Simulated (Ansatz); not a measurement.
## Fermi-surface data of Zr (P6_3/mmc)

Data:

```
CELL_PARAMETERS angstrom
      3.18041     0.00000     0.00000
     -1.59020     2.75432     0.00000
      0.00000     0.00000     5.14807
ATOMIC_POSITIONS crystal
  Zr 0.33333 0.66667 0.25000
  Zr 0.66667 0.33333 0.75000
```

Method: PBEsol, rigid bands (plane waves, PAW, scalar-relativistic; Ansatz, a program for electronic structure). Condition of this run: uniaxial stress zz = -1 GPa (compression positive) (the target of the relaxation). How the cell was made: cell and atoms relaxed with PBEsol, then loaded as said.

| Property | Result |
|---|---|
| density of states at the Fermi level | 2.04 states/(eV·cell), both spins |
| bare Sommerfeld coefficient | 2.4 mJ/(mol of atoms·K²) |
| Drude plasma energy | 4.0 (x), 4.0 (y), 4.5 (z) eV |
| root-mean-square Fermi velocity | 3.8e5 m/s |
| resistivity times τ | 31 (x), 31 (y), 24 (z) ×10⁻²² Ω·m·s |

A metal at this level (no band gap); rigid bands, thermally averaged at 300 K, both spins. Spin-orbit coupling is left out. τ is one relaxation time for all states.
